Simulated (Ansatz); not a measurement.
Take KI in the CsCl type structure (space group Pm-3m, No. 221; a model cell, its experimental status unchecked) as the base.

```
CELL_PARAMETERS angstrom
      4.29190     0.00000     0.00000
      0.00000     4.29190     0.00000
      0.00000     0.00000     4.29190
ATOMIC_POSITIONS crystal
  K  0.00000 0.00000 0.00000
  I  0.50000 0.50000 0.50000
```

Cartesian axes are those of the cell as printed.

Computed with r2SCAN (Ansatz, an electronic-structure program, PAW, scalar-relativistic without spin-orbit coupling).

The change: an isotropic linear strain of +1.79 %, atoms relaxed at fixed cell.

**Question.** Predict the stress tensor and what it implies for the stiffness.

**Answer.** Stress of the strained cell less that of the base (GPa, compression positive):
```
  -0.68    0.00    0.00
   0.00   -0.68    0.00
   0.00    0.00   -0.68
```

Then B = −ΔP/(ΔV/V₀) with ΔV/V₀ = 0.0547 gives secant stiffness values (nonlinear terms included at this strain): B ≈ 12 GPa.

As a check, the harmonic strain energy −½ V₀ Δσ:ε is 4.5 meV/atom; the computed energy rise is 4.8 meV/atom.

Stability against distortions was not tested. This is not the structure that KI has at room temperature and ambient pressure.
